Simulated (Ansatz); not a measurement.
## One-dimensional Au body, 11 atoms a period

Calculation: PBE (plane waves to 420 eV, PAW; Ansatz, a quantum-chemistry and plane-wave program). Mesh 1×1×8. No spin polarisation. Isolated but for its images some 11 Å away. A hypothetical model. Only distortions within the start's symmetry and period were free. Pairing along the axis, which can open a gap, is among the distortions not tried. Values not marked SOC lack spin–orbit coupling. Buckling under compression is shut out by symmetry and the short period.

| Item | Result |
|---|---|
| period along the axis (11 atoms) | 9.410 Å |
| largest distance between nuclei across the axis | 3.00 Å |
| PBE gap | none (under 0.01 eV) |
| crossings of the Fermi level between Γ and the zone edge (49 points) | 3, each for both spins (ideal conductance 3 × 2e²/h) |
| work function (PBE) | 5.45 eV |
| axial stiffness dF/dε | 57 nN |

```xyz
11
Lattice="14.0000 0.0000 0.0000 0.0000 14.0000 0.0000 0.0000 0.0000 9.4095" Properties=species:S:1:pos:R:3 pbc="T T T"
Au     8.4861     7.0000     0.0000
Au     5.9778     8.1455     0.8554
Au     6.7546     5.4997     1.7108
Au     8.2455     7.8195     2.5662
Au     5.5161     7.4271     3.4217
Au     7.6001     5.6213     4.2770
Au     7.6001     8.3787     5.1325
Au     5.5161     6.5729     5.9879
Au     8.2455     6.1805     6.8433
Au     6.7546     8.5003     7.6987
Au     5.9778     5.8545     8.5541
```
